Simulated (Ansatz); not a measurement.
Consider GaS in the beta-GaS type structure (space group P6_3/mmc, No. 194; a = 3.591 Å, c = 15.449 Å; layered, stacked along the Cartesian z axis).

The values are results of PBE-D3(BJ) (Ansatz, an electronic-structure program), no SOC, not measurements.

Base values:

```
Quantity                Result
-------------  ---------------
Density             3.92 g/cm³
Band gap               1.56 eV
Gap character  indirect, Γ → M
```

The change: cell and atoms relaxed at a pressure of 15 GPa.

Q: What happens to the density, band gap and gap character?

A: The density goes up by 0.96 g/cm³ to 4.88 g/cm³; the band gap drops by 1.08 eV, from 1.56 eV to 0.48 eV; the gap character goes from indirect, Γ → M to indirect, Γ → K.

Load acts through the strain it causes; cell and atoms are relaxed under it. Whether these cells are dynamically stable was not tested. No other phases were tried under pressure.
